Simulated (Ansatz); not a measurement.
Base system: BN in the h-BN type structure (space group P6_3/mmc, No. 194; a = 2.500 Å, c = 6.413 Å; layered, stacked along the Cartesian z axis).

Now apply this change: a hydrostatic pressure of 60 GPa.

Levels (all Ansatz, a first-principles code, PAW, earlier PAW set): PBEsol-D3(BJ) (420 eV, scalar-relativistic without spin-orbit coupling); r2SCAN (500 eV, no spin-orbit coupling); HSE06 (420 eV, no spin-orbit coupling); PBEsol+SOC (420 eV, spin-orbit coupling included).

One geometry, relaxed with PBEsol-D3(BJ), under each level:

```json
[
 {"level": "PBEsol-D3(BJ)", "band gap": "3.48 eV", "lowest conduction level above the VBM at special points": "H 3.90 eV; L 4.08 eV; M 4.90 eV; K 7.02 eV"},
 {"level": "r2SCAN", "band gap": "4.29 eV", "lowest conduction level above the VBM at special points": "H 4.75 eV; L 4.89 eV; M 5.64 eV; K 7.87 eV"},
 {"level": "HSE06", "band gap": "4.91 eV", "lowest conduction level above the VBM at special points": "H 5.44 eV; L 5.57 eV; M 6.39 eV; Γ 11.32 eV"},
 {"level": "PBEsol+SOC", "band gap": "3.48 eV", "lowest conduction level above the VBM at special points": "H 3.90 eV; L 4.08 eV; M 4.90 eV; K 7.02 eV"}
]
```

Single points use the geometry relaxed with PBEsol-D3(BJ). Their cutoffs differ, which shifts pressures a little. HSE06 gaps are upper bounds (no full band path). From pressure 60 GPa on, the axis ratios lie over 15 % from the base's, so the cell there is far from its starting form. The spin-orbit shifts are approximate. Load acts through the strain it causes; cell and atoms are relaxed under it. Stability against distortions was not tested. Competing high-pressure phases were not computed.
